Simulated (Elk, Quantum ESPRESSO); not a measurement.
A Quantum ESPRESSO input for a self-consistent single point of Si (Fd-3m, 2 atoms in the cell) (DFT, PBE, plane waves, PseudoDojo stringent norm-conserving (PBE) pseudopotentials):

```fortran
&control
 calculation = 'scf',
 prefix = 'si',
 outdir = './work',
 pseudo_dir = './',
 tprnfor = .true.,
 tstress = .true.,
/
&system
 ibrav = 2,
 celldm(1) = 10.081360063,
 nat = 2,
 ntyp = 1,
 ecutwfc = 40,
 occupations = 'smearing',
 smearing = 'fermi-dirac',
 degauss = 0.0036749,
/
&electrons
 conv_thr = 1.0d-10,
 mixing_beta = 0.7,
/
ATOMIC_SPECIES
Si    28.0850  Si.upf
ATOMIC_POSITIONS angstrom
Si   -1.333706500    1.333706500    1.333706500
Si    0.000000000    0.000000000    0.000000000
K_POINTS automatic
8 8 8  0 0 0
```

Problem. Give the Elk input for the same structure, mesh, smearing and functional.

Solution. One input that does it (others would too):

```
tasks
  0

xctype
  20

rgkmax
  8.0

gmaxvr
  14.0

nxlo
  2

lorbcnd
  .true.

lmaxi
  3

swidth
  0.00183747

maxscl
  100

avec
    0.0000000000    5.0406800313    5.0406800313
    5.0406800313    0.0000000000    5.0406800313
    5.0406800313    5.0406800313    0.0000000000

atoms
  1
  'Si.in'
  2
  0.2500000000  0.2500000000  0.2500000000    0.0 0.0 0.0
  0.0000000000  0.0000000000  0.0000000000    0.0 0.0 0.0

ngridk
  8 8 8
```

Basis settings and potentials, where a program has them, do not carry over. This input uses DFT, PBE, all-electron FP-LAPW, Elk's shipped species files, APW+lo basis with extra local orbitals. Both were run: gap on the mesh 0.521 eV in Quantum ESPRESSO and 0.518 in Elk.

On Elk: the starting cell comes from a database of computed structures (which also holds hypothetical and non-ambient phases and stackings), without a prior relaxation at this level. For this run, on top of that: lattice scaled by 0.98. Values depend on the basis (sphere radii, cutoffs, local orbitals), which need not be converged.

On Quantum ESPRESSO: the starting cell comes from a database of computed structures (which also holds hypothetical and non-ambient phases and stackings), without a prior relaxation at this level. For this run, on top of that: lattice scaled by 0.98. With a pressure of about 8 GPa the cell is away from its equilibrium volume at this level.
